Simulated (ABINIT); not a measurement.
Input and output of a self-consistent single point for AuAl₂ (P1, 3 atoms in the cell) (ABINIT).

Method of the run: PBE, norm-conserving pseudopotentials (PseudoDojo nc-sr-05 PBE standard) (plane waves; ABINIT).

The change in words: lattice scaled by 0.98. Reference geometry:
```xyz
3
Lattice="0.0000 3.0000 3.0000 3.0000 0.0000 3.0000 3.0000 3.0000 0.0000" Properties=species:S:1:pos:R:3 pbc="T T T"
Al     1.4673     1.5007     1.5087
Al     4.4924     4.5117     4.4916
Au     0.0403    -0.0123    -0.0003
```

Reference input (self-consistent single point, DFT, PBE, plane waves, norm-conserving pseudopotentials (PseudoDojo nc-sr-05 PBE standard)): pseudos = [Al.upf, Au.upf]; ecut = 38 Ha; occopt = 7; tsmear = 0.00367493 Ha; ngkpt = 8 8 8; nshiftk = 1; shiftk = 0 0 0; potentials = PseudoDojo nc-sr-05 PBE standard; nband = 18; kptopt = 1; nstep = 80; tolvrs = 1e-10. This run's input differs from it in these lines:

```diff
@@ -5,5 +5,5 @@
 rprim
-         0.0000000000    3.0000000000    3.0000000000
-         3.0000000000    0.0000000000    3.0000000000
-         3.0000000000    3.0000000000    0.0000000000
+         0.0000000000    2.9400000000    2.9400000000
+         2.9400000000    0.0000000000    2.9400000000
+         2.9400000000    2.9400000000    0.0000000000
 natom 3
```

Output (repeated stretches shortened):

```
--- !BeginCycle
solver: {iscf: 7, nstep: 80, nline: 4, wfoptalg: 0, }
tolerances: {tolvrs: 1.00E-10, }
...

     iter   Etot(hartree)      deltaE(h)  residm     vres2
 ETOT  1  -152.66355573203    -1.527E+02 1.194E-01 7.116E+02
 ETOT  2  -152.75118693993    -8.763E-02 5.351E-02 8.021E+02
 ETOT  3  -152.87642484357    -1.252E-01 1.355E-02 1.907E+00
 ETOT  4  -152.87665693221    -2.321E-04 3.436E-03 1.923E-01
 ETOT  5  -152.87667672205    -1.979E-05 1.314E-03 5.339E-03
 ETOT  6  -152.87667699014    -2.681E-07 1.585E-03 1.054E-03
 ETOT  7  -152.87667710469    -1.145E-07 4.217E-04 3.340E-05
 ETOT  8  -152.87667710840    -3.710E-09 5.543E-04 1.060E-06
 ETOT  9  -152.87667710861    -2.051E-10 2.271E-04 4.576E-08
 ETOT 10  -152.87667710861    -7.446E-12 2.717E-04 7.207E-11
 At SCF step   10       vres2   =  7.21E-11 < tolvrs=  1.00E-10 =>converged.

 Cartesian components of stress tensor (hartree/bohr^3)
  sigma(1 1)= -3.91220289E-04  sigma(3 2)= -2.49036971E-05
  sigma(2 2)= -3.97927219E-04  sigma(3 1)= -1.06091577E-05
  sigma(3 3)= -3.98734110E-04  sigma(2 1)=  2.11428932E-05

 ----iterations are completed or convergence reached----

 reduced coordinates (array xred) for    3 atoms
       0.257010000000      0.245890000000      0.243215000000
       0.751804000000      0.745393000000      0.752082000000
       0.991186000000      0.008717000000      0.004703000000
 cartesian forces (eV/Angstrom) at end:
    1      0.43052997105455    -0.06302862461575    -0.09515965860920
    2      0.21429183580043    -0.15361665391908     0.09367046462026
   [... lines left out ...]
 Fermi (or HOMO) energy (hartree) =   0.33209   Average Vxc (hartree)=  -0.40090
 Fermi (or HOMO) energy (eV) =   9.03668   Average Vxc (eV)= -10.90897
   [... lines left out ...]
total_energy        : -1.52876677108612E+02
total_energy_eV     : -4.15998594404373E+03
band_energy         : -1.60843998793613E+01
...

-Cartesian components of stress tensor (GPa)         [Pressure=  1.1650E+01 GPa]
- sigma(1 1)= -1.15100963E+01  sigma(3 2)= -7.32691940E-01
- sigma(2 2)= -1.17074210E+01  sigma(3 1)= -3.12132143E-01
- sigma(3 3)= -1.17311606E+01  sigma(2 1)=  6.22045288E-01

 Calculation completed.
```

The run converged in 10 iterations. Against the reference run the free energy goes up by 47.8 meV/atom, the pressure goes from 3.27 to 11.65 GPa and the largest force goes from 0.546 to 0.680 eV/Å.

The starting cell has typed, rounded lattice constants, without a prior relaxation at this level. Its atoms were displaced at random from the sites of space group no. 225. For this run, on top of that: lattice scaled by 0.98. With a pressure of about 12 GPa the cell is away from its equilibrium volume at this level.

Cost on one core of a shared machine: roughly 8 min.
